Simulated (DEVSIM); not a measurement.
System: illuminated Si n-on-p cell, one wavelength, at 300 K.

Layer 1 from the left is Si, thickness (μm) 0.490, Nd (cm⁻³) 1.8e18, τn (s) 2.7e-6, τp (s) 1e-5, absorption coefficient (cm⁻¹) 1100. Layer 2 from the left is Si, thickness (μm) 150, Na (cm⁻³) 3.9e16, τn (s) 1.7e-5, τp (s) 1.7e-5, absorption coefficient (cm⁻¹) 1100.

Left contact: ohmic, minority hole recombination velocity 60000 cm/s. Right contact: ohmic, minority electron recombination velocity 70 cm/s. Voltage is applied to the left contact. Recombination: SRH at mid-gap, radiative, Auger. Gap narrowing is on: ΔEg = 6.92 meV × (l + √(l² + 0.5)), l = ln(N/1.3e17 cm⁻³), shared equally by both band edges. Light enters at the left, 2.4e16 photons cm⁻² s⁻¹, one pass, no reflection. Mobility is μmin + (μ − μmin)/(1 + (N/Nref)^α).

This is a model device: material constants are rounded textbook-type values typed into the input, and sizes, dopings and lifetimes were drawn at random. Values at 300 K.

Si: gap (eV) 1.124, affinity (eV) 4.05, permittivity 11.7, Nc (cm⁻³) 2.86e19, Nv (cm⁻³) 3.1e19, μn (cm²/Vs) 1417, μp (cm²/Vs) 470, μn,min 52, μp,min 45, Nref,n 9.7e16, Nref,p 2.2e17, αn 0.68, αp 0.72, B (cm³/s) 4.7e-15, Cn (cm⁶/s) 2.8e-31, Cp (cm⁶/s) 9.9e-32.

Model (solved in DEVSIM): 1D drift-diffusion, Boltzmann statistics, complete ionisation; no tunnelling, impact ionisation, image-force lowering or self-heating.

Dark forward current:

```csv
|V| (V),|J| (A/cm²)
0.05,1.322e-10
0.10,5.125e-10
0.15,1.845e-9
0.20,7.580e-9
0.25,3.769e-8
0.30,2.195e-7
0.35,1.404e-6
0.40,9.389e-6
0.45,6.404e-5
0.50,0.0004403
0.55,0.003037
0.60,0.02090
0.65,0.1409
0.70,0.8444
0.75,3.627
0.80,11.22
0.85,31.08
0.90,82.22
0.95,193.3
1.00,381.9
1.05,645.6
1.10,974.3
1.15,1358
1.20,1787
1.25,2257
```

Question: Work out the local ideality factor n = ΔV / (kT/q · ln(J2/J1)) between the rows 0.15 and 0.20 V, 0.50 and 0.55 V, 1.20 and 1.25 V.

Answer: kT/q = 25.85 mV. From 0.15 to 0.20 V: ln(7.580e-9/1.845e-9) = 1.413, n = 1.37. From 0.50 to 0.55 V: ln(0.003037/0.0004403) = 1.931, n = 1.00, near the 1 of diffusion or emission over a barrier. From 1.20 to 1.25 V: ln(2257/1787) = 0.233, n = 8.28.

Question: What current could the absorbed light give at most, and what share is collected?

Answer: Σ αd = 16.6, so qΦ(1 − exp(−Σ αd)) = 3.85 mA/cm². The simulated short-circuit current is 3.698 mA/cm², a share of 0.96.

Question: Estimate the open-circuit voltage by superposition: the voltage at which the dark current equals that short-circuit current.

Answer: Interpolating ln J in the table gives 0.555 V. The simulation gives 0.555 V, the same within the digits that matter. Superposition holds where collection doesn't change with voltage.

Question: Estimate the fill factor from FF0 = (v − ln(v + 0.72))/(v + 1), v = qVoc/(nkT), with n from the dark curve.

Answer: The rows about Voc, 0.55 and 0.60 V, give n = 1.00, so v = 21.4 and FF0 = 0.817. The simulation gives 0.818, the same within the digits that matter.
